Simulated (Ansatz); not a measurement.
Consider MgB2 (space group P6/mmm, No. 191; relaxed with 0.1 eV smearing).

```
MgB2
1.0
    3.07530     0.00000     0.00000
   -1.53765     2.66329     0.00000
    0.00000     0.00000     3.52482
Mg B
1 2
Direct
  0.00000   0.00000   0.00000
  0.66667   0.33333   0.50000
  0.33333   0.66667   0.50000
```

All numbers come from plane-wave PAW DFT at the PBE level (Ansatz, a quantum-chemistry and plane-wave program, 420 eV), no spin-orbit coupling.

Strains are applied to the cell and any free atomic positions relax.

One change was made to it. Results:

The pressure (mean of the normal stresses, compression positive) goes from zero to -11.5 GPa; the energy rises by 34 meV/atom; the band gap remains zero.

Which change produced these results?
A) isotropic strain −0.50 %
B) isotropic strain +3.00 %
C) isotropic strain +2.00 %
D) isotropic strain +0.50 %

B, isotropic strain +3.00 %. For comparison, the energy relative to the base in the other runs: isotropic strain +2.00 % gives +16 meV/atom; isotropic strain −0.50 % gives +1.0 meV/atom; isotropic strain +0.50 % gives +1.0 meV/atom.

Stability against distortions was not tested. All final runs are without spin polarisation.
